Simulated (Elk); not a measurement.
Elk run on NbN (Fm-3m, 2 atoms in the cell): self-consistent single point.

Level of theory: Elk with PBE, spin-orbit coupling in second variation, all-electron FP-LAPW, Elk's shipped species files, APW+lo basis with extra local orbitals.

```
NbN
1.0
    0.00000     2.21444     2.21444
    2.21444     0.00000     2.21444
    2.21444     2.21444     0.00000
Nb N
1 1
Direct
  0.50000   0.50000   0.50000
  0.00000   0.00000   0.00000
```

Reference input (self-consistent single point, DFT, PBE, all-electron FP-LAPW, Elk's shipped species files, APW+lo basis with extra local orbitals): xctype = 20; rgkmax = 8; stype = 0; swidth = 0.00183747 Ha; ngridk = 13 13 13; gmaxvr = 14 1/bohr; nxlo = 2; lorbcnd = true; rmtscf = 0.89; lmaxi = 3; maxscl = 100. This run's input differs from it in these lines:

```diff
@@ -5,2 +5,5 @@
   20
+
+spinorb
+  .true.
 
@@ -23,2 +26,5 @@
   3
+
+nempty
+  10
```

Output (repeated stretches shortened):

```
│ Self-consistent loop started │
│ Loop number : 1 │
 total energy                :     -3872.64915297
 total moment                :  -0.3809930676E-22  0.2384066028E-22 -0.3941002461E-22
│ Loop number : 2 │
 total energy                :     -3872.87225272
 total moment                :  -0.6297547477E-23  0.1814132055E-21 -0.5784422918E-22
RMS change in Kohn-Sham potential (target) :    1.033247893     (  0.1000000000E-05)
Absolute change in total energy (target)   :   0.2230997457     (  0.1000000000E-03)
│ Loop number : 3 │
 total energy                :     -3872.80939166
   [... lines left out ...]
 total energy                :     -3875.39782127
 total moment                :  -0.9484396585E-22 -0.7101327346E-23 -0.1731837917E-22
RMS change in Kohn-Sham potential (target) :   0.1398014832E-05 (  0.1000000000E-05)
Absolute change in total energy (target)   :   0.1087896712E-03 (  0.1000000000E-03)
│ Loop number : 16 │
 total energy                :     -3875.39780314
 total moment                :  -0.1215001245E-22  0.1599942153E-22 -0.3310739298E-22
RMS change in Kohn-Sham potential (target) :   0.2350169678E-06 (  0.1000000000E-05)
Absolute change in total energy (target)   :   0.4532922458E-04 (  0.1000000000E-03)
Convergence targets achieved

│ Loop number : 17 │

Energies :
 Fermi                       :     0.574835244292
 xc effective B-field        :    -0.238465237115E-08
 external B-field            :     -0.00000000000
 total energy                :     -3875.39780786
 (external B-field energy excluded from total)

Density of states at Fermi energy :    13.28121929
 (states/Hartree/unit cell)

Estimated indirect band gap :   0.1825804028E-02
 from k-point      5 to k-point     16
Estimated direct band gap   :   0.2970049404E-02
 at k-point     16

Charges :
 core                        :    30.00000000
 valence                     :    18.00000000
 interstitial                :    3.518683618
 muffin-tins (core leakage)
  species :    1 (Nb)
   atom    1                 :    38.47921018     (  0.8141807399E-05)
  species :    2 (N)
   [... lines left out ...]
 muffin-tins
  species :    1 (Nb)
   atom    1                 :  -0.4502670483E-22  0.3315628201E-22 -0.5951116302E-23
  species :    2 (N)
   atom    1                 :  -0.1054259813E-23  0.8429214947E-24  0.3771984479E-23
 total in muffin-tins        :  -0.4608096464E-22  0.3399920350E-22 -0.2179131823E-23
 total moment                :  -0.3372967956E-22 -0.1118365244E-21 -0.1206671679E-21

│ Self-consistent loop stopped │
```

The run converged in 17 iterations. The count includes the last loop, which Elk runs after its targets are met. 

The starting cell comes from a database of computed structures (which also holds hypothetical and non-ambient phases and stackings), without a prior relaxation at this level. Its lattice was rescaled by a random factor within 2.5 % of one. Values depend on the basis (sphere radii, cutoffs, local orbitals), which need not be converged. The log's line on a gap gives a spacing of levels on this mesh, which the program prints for metals too.

Cost on one core of a shared machine: roughly 60 s.
